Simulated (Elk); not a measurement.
Input and output of a self-consistent single point for Li3Mg (Pm-3m, 4 atoms in the cell) (Elk)

Level of theory: PBEsol, all-electron FP-LAPW, Elk's shipped species files, APW+lo basis with extra local orbitals in Elk.

Input as run:

```
tasks
  0

xctype
  22

tforce
  .true.

rgkmax
  7.5

gmaxvr
  18.0

lmaxapw
  10

lmaxo
  8

nxlo
  2

lorbcnd
  .true.

lradstp
  2

nrmtscf
  2.0

lmaxi
  4

stype
  0

swidth
  0.00367493

avec
    8.1339500480    0.0000000000    0.0000000000
    0.0000000000    8.1339500480    0.0000000000
    0.0000000000    0.0000000000    8.1339500480

sppath
  './'

atoms
  2   : nspecies
  'Li.in'   : spfname
  3   : natoms; atposl, bfcmt below
  0.5000000000  0.5000000000  0.0000000000    0.0 0.0 0.0
  0.0000000000  0.5000000000  0.5000000000    0.0 0.0 0.0
  0.5000000000  0.0000000000  0.5000000000    0.0 0.0 0.0
  'Mg.in'   : spfname
  1   : natoms; atposl, bfcmt below
  0.0000000000  0.0000000000  0.0000000000    0.0 0.0 0.0

ngridk
  10 10 10
```

Output, abridged:

```
│ Elk code version 10.2.4 │

All units are atomic (Hartree, Bohr, etc.)

│ Ground-state run starting from atomic densities │

Lattice vectors :
   8.133950048       0.000000000       0.000000000
   0.000000000       8.133950048       0.000000000
   0.000000000       0.000000000       8.133950048

Unit cell volume      :    538.1514354
Brillouin zone volume :   0.4609301344

Muffin-tin inner radius fraction :   0.1000000000E-01

Nuclei treated as point charges

Species :    1 (Li)
 parameters loaded from : Li.in
 name : lithium
 nuclear charge    :   -3.000000000
 electronic charge :    3.000000000
 atomic mass :    12652.66897
 muffin-tin radius :    1.800000000
 number of radial points in muffin-tin :    599
 atomic positions (lattice), magnetic fields (Cartesian) :
   1 :   0.50000000  0.50000000  0.00000000    0.00000000  0.00000000  0.00000000
   2 :   0.00000000  0.50000000  0.50000000    0.00000000  0.00000000  0.00000000
   3 :   0.50000000  0.00000000  0.50000000    0.00000000  0.00000000  0.00000000

Species :    2 (Mg)
 parameters loaded from : Mg.in
 name : magnesium
 nuclear charge    :   -12.00000000
 electronic charge :    12.00000000
 atomic mass :    44305.30462
 muffin-tin radius :    2.200000000
 number of radial points in muffin-tin :    799
 atomic positions (lattice), magnetic fields (Cartesian) :
   1 :   0.00000000  0.00000000  0.00000000    0.00000000  0.00000000  0.00000000

Total number of atoms per unit cell :    4

Spin treatment :
 spin-unpolarised

Number of Bravais lattice symmetries :   48
Number of crystal symmetries         :   48
Crystal has inversion symmetry
Real symmetric eigensolver will be used

k-point grid :     10    10    10
k-point offset :    0.000000000       0.000000000       0.000000000
k-point set is reduced with full crystal symmetry group
Total number of k-points :       56

Muffin-tin radius times maximum |G+k| :    7.500000000
 using average radius
   [... lines left out ...]
Maximum |G| for potential and density :    18.00000000
 potential will be trimmed for |G| > 2 gkmax
Constant for pseudocharge density :   10
Radial integration step length :    2

G-vector grid sizes :     48    48    48
Number of G-vectors :    52923

Maximum angular momentum used for
 APW functions                      :   10
 outer part of muffin-tin           :    8
 inner part of muffin-tin           :    4

Total nuclear charge    :   -21.00000000
Total core charge       :    2.000000000
Total valence charge    :    19.00000000
Total excess charge     :    0.000000000
Total electronic charge :    21.00000000

Effective Wigner radius, rₛ :    1.828937507

Number of empty states         :   16
Total number of valence states :   26
Total number of core states    :    2

Conduction state local-orbitals added automatically
Total number of local-orbitals :  395

Exchange-correlation functional :     22     0     0
 PBEsol, Phys. Rev. Lett. 100, 136406 (2008)
 gradient requirement :    1
 generalised gradient approximation (GGA)

Smearing type :    0
 Gaussian
Smearing width :   0.3674930000E-02
Effective electronic temperature (K) :    1160.451112

Mixing type :    3
 Broyden mixing, J. Phys. A: Math. Gen. 17, L317 (1984)

Kohn-Sham potential initialised from atomic data
│ Self-consistent loop started │
│ Loop number : 1 │
 total energy                :     -221.790553440
│ Loop number : 2 │
 total energy                :     -221.800387117
RMS change in Kohn-Sham potential (target) :    12.58600156     (  0.1000000000E-05)
Absolute change in total energy (target)   :   0.9833676696E-02 (  0.1000000000E-03)
│ Loop number : 3 │
 total energy                :     -222.099491957
RMS change in Kohn-Sham potential (target) :    6.624971054     (  0.1000000000E-05)
Absolute change in total energy (target)   :   0.3015632600     (  0.1000000000E-03)
│ Loop number : 4 │
 total energy                :     -222.243226529
RMS change in Kohn-Sham potential (target) :    2.434533195     (  0.1000000000E-05)
Absolute change in total energy (target)   :   0.2191253861     (  0.1000000000E-03)
│ Loop number : 5 │
 total energy                :     -222.284451680
RMS change in Kohn-Sham potential (target) :   0.6825950151     (  0.1000000000E-05)
Absolute change in total energy (target)   :   0.9600649817E-01 (  0.1000000000E-03)
   [... lines left out ...]
Absolute change in total energy (target)   :   0.1384829753E-04 (  0.1000000000E-03)
│ Loop number : 12 │
 total energy                :     -222.297296737
RMS change in Kohn-Sham potential (target) :   0.1842486014E-04 (  0.1000000000E-05)
Absolute change in total energy (target)   :   0.8845062638E-05 (  0.1000000000E-03)
│ Loop number : 13 │
 total energy                :     -222.297304163
RMS change in Kohn-Sham potential (target) :   0.3172901406E-05 (  0.1000000000E-05)
Absolute change in total energy (target)   :   0.9637229539E-05 (  0.1000000000E-03)
│ Loop number : 14 │
 total energy                :     -222.297303656
RMS change in Kohn-Sham potential (target) :   0.1172854697E-05 (  0.1000000000E-05)
Absolute change in total energy (target)   :   0.1901937793E-05 (  0.1000000000E-03)
│ Loop number : 15 │
 total energy                :     -222.297302584
RMS change in Kohn-Sham potential (target) :   0.3719206370E-06 (  0.1000000000E-05)
Absolute change in total energy (target)   :   0.5958756901E-06 (  0.1000000000E-03)
Convergence targets achieved

│ Loop number : 16 │

Energies :
 Fermi                       :     0.537173109680E-01
 sum of eigenvalues          :     -116.299543990
 electron kinetic            :      222.252997639
 core electron kinetic       :      134.639001772
 Coulomb                     :     -423.151111430
 Coulomb potential           :     -310.722806244
 nuclear-nuclear             :     -35.6665667295
 electron-nuclear            :     -464.246283158
 Hartree                     :      76.7617384570
 Madelung                    :     -267.789708308
 xc potential                :     -27.8297353855
 exchange                    :     -20.6049076645
 correlation                 :    -0.794281336543
 total energy                :     -222.297302793

Density of states at Fermi energy :    53.74957660
 (states/Hartree/unit cell)

Estimated indirect band gap :   0.7026500124E-03
 from k-point     54 to k-point     51
Estimated direct band gap   :   0.6115056972E-02
 at k-point     27

Charges :
 core                        :    2.000000000
 valence                     :    19.00000000
 interstitial                :    4.158540305
 muffin-tins (core leakage)
  species :    1 (Li)
   atom    1                 :    2.127070335     (   0.000000000    )
   atom    2                 :    2.127070335     (   0.000000000    )
   atom    3                 :    2.127070335     (   0.000000000    )
  species :    2 (Mg)
   atom    1                 :    10.46024869     ( -0.8881784197E-15)
 total in muffin-tins        :    16.84145969
 total calculated charge     :    20.99982947
 total charge                :    21.00000000
 error                       :   0.1705273043E-03

│ Self-consistent loop stopped │

Forces :
 species :    1 (Li)
  atom :    1
   Hellmann-Feynman          :    -0.00000000    0.00000000    0.00000000
   IBS                       :     0.00000000   -0.00000000    0.00000000
   total force               :     0.00000000    0.00000000    0.00000000
   total magnitude           :     0.00000000
  atom :    2
   Hellmann-Feynman          :    -0.00000000    0.00000000    0.00000000
   IBS                       :     0.00000000   -0.00000000    0.00000000
   total force               :     0.00000000   -0.00000000    0.00000000
   total magnitude           :     0.00000000
  atom :    3
   Hellmann-Feynman          :    -0.00000000    0.00000000    0.00000000
   IBS                       :     0.00000000    0.00000000    0.00000000
   total force               :     0.00000000    0.00000000    0.00000000
   total magnitude           :     0.00000000
 species :    2 (Mg)
  atom :    1
   Hellmann-Feynman          :    -0.00000000    0.00000000    0.00000000
   IBS                       :     0.00000000    0.00000000    0.00000000
   total force               :    -0.00000000    0.00000000    0.00000000
   total magnitude           :     0.00000000
```

The run converged in 16 iterations. The count includes the last loop, which Elk runs after its targets are met.

The starting cell comes from a database of computed structures (which also holds hypothetical and non-ambient phases and stackings), without a prior relaxation at this level. Its lattice was rescaled by a random factor within 2.5 % of one. Values depend on the basis (sphere radii, cutoffs, local orbitals), which need not be converged. The log's line on a gap gives a spacing of levels on this mesh, which the program prints for metals too.

Cost on one core of a shared machine: roughly 7 min.
